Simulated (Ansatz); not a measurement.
# Hypothetical Pn-3m Li2S: isotropic strain +5.12 %

The reference is Li2S (space group Pn-3m, No. 224; a = 5.223 Å; a hypothetical phase, not in the database extracts checked).

It is then changed as follows: the cell is scaled by 1.0512 in all directions, atoms relaxed at fixed cell.

Computed with r2SCAN (Ansatz, an electronic-structure program, PAW, no spin-orbit coupling). Settings: 7×7×7 k-points, 0.05 eV Fermi–Dirac smearing.

The volume per atom rises by 3.84 Å³ (23.75 Å³ → 27.59 Å³) and the space group is still Pn-3m (No. 224). The shortest interatomic distance increases by 0.116 Å (2.262 Å → 2.378 Å) and the energy goes up by 37 meV/atom. The pressure drops by 2.76 GPa to -2.77 GPa and the band gap drops by 0.31 eV to 3.09 eV. The gap character stays indirect, X → Γ and the smallest direct gap drops by 0.40 eV to 3.23 eV. The width of the top valence band shrinks by 0.074 eV (0.38 eV → 0.30 eV) and the electron mass goes from 0.42 mₑ (at Γ) to 0.43 mₑ (at Γ).

Masses are band curvatures over ±0.01 Å⁻¹ around the edge. No phonon test of stability was made.
